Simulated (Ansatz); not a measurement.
For GePd (Pnma, No. 62), PBEsol (Ansatz, a quantum-chemistry and plane-wave program, plane waves, PAW) gives:

```
Property                Value
---------------  ------------
bulk modulus          145 GPa
cohesive energy  4.81 eV/atom
```

Task: What does r²SCAN (Ansatz, plane waves, PAW) give for the same quantities?

Result: 
- bulk modulus: 136 GPa (decreases by 6.2 %)
- cohesive energy: 4.39 eV/atom (falls by 0.42 eV/atom)

Changes are worked out from the printed values.

Unless a cell is named, each level is at its own relaxed cell (PBEsol 15.82, r²SCAN 16.16 Å³/atom).

The crystal itself was run without spin with PBEsol, r²SCAN; a magnetic state was not tried in these runs.

Caveats: the bulk modulus is −V dP/dV from two relaxed cells at ±2 % in volume (PBEsol, r²SCAN); the relaxation could not lower the start's symmetry, so the cell can be a saddle point above a distorted one (PBEsol, r²SCAN). Ansatz's density-functional and Hartree–Fock values are scalar-relativistic unless marked +SOC, with PAW data made under PBE.
